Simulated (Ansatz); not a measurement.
# Sn: uniaxial strain ε_xx = −2.10 %

Start from Sn in the diamond structure (space group Fd-3m, No. 227; a = 6.656 Å; relaxed with 0.1 eV smearing). Axes: x, y, z lie along the cube axes.

It is then changed as follows: the cell is compressed by 2.10 % along x with no lateral relaxation, atoms relaxed at fixed cell.

Level of theory: PBE (Ansatz, an electronic-structure program, PAW, no spin-orbit coupling), earlier PAW set. Γ-centred 15×15×15 mesh, Fermi–Dirac width 0.1 eV.

Volume per atom: 36.08 Å³ (base 36.86 Å³)
Space group: I4_1/amd (No. 141) (base Fd-3m (No. 227))
Shortest interatomic distance: 2.862 Å (base 2.882 Å)
Energy relative to the base (free energy F): +2.9 meV/atom
Pressure (mean of the normal stresses, compression positive): 0.8 GPa (base 0.0 GPa)
Band gap: zero (base zero)
Stress (xx, yy, zz, yz, xz, xy; compression positive): (1.2, 0.6, 0.6, 0.0, 0.0, 0.0) GPa

Final structure:

```
Sn
1.0
    0.00000     3.32790     3.32790
    3.25801     0.00000     3.32790
    3.25801     3.32790     0.00000
Sn
2
Direct
  0.50000   0.50000   0.50000
  0.75000   0.75000   0.75000
```

No phonon test of stability was made.
